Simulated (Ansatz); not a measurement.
# Computed paths: interstitial Cd in zinc-blende CdTe, charge state +2

System: interstitial Cd in zinc-blende CdTe (charge state +2). All values below come from PBE, PAW (plane waves to 420 eV; Ansatz, a first-principles code).

Cell of 64 host sites held at the relaxed PBE lattice; one k-point at (0.250, 0.250, 0.250); Fermi-Dirac width 0.01 eV, spin-restricted; finite-size errors left in. Static, classical nuclei. Spin-orbit coupling is left out. The charge state is imposed; whether it is stable for some Fermi level was not computed. Sites that were not tried may lie lower.

Barriers: single points on a 2×2×2 k-point mesh shifted by half a step at the bands' geometries.

```tsv
Route	Start site over the lowest site run (eV)	Hop (Å)	Forward barrier (eV)	Backward barrier (eV)	Neighbours at the start	Neighbours at the saddle	Saddle order	Forward, on the band's own sampling (eV)
a direct jump of one Cd atom	0.00	4.64	0.41	0.41	3 Cd at 3.44, 3 Cd at 3.45; 4 Te at 2.90 Å	3 Cd at 3.04; 3 Te at 2.93 Å	not checked, on a symmetry element	0.42
```

Paths come from climbing-image nudged elastic band runs.  A band can be held on a symmetry element, so unchecked saddle points there may be too high.

The whole set of runs took about 11 core-hours (a rough figure).
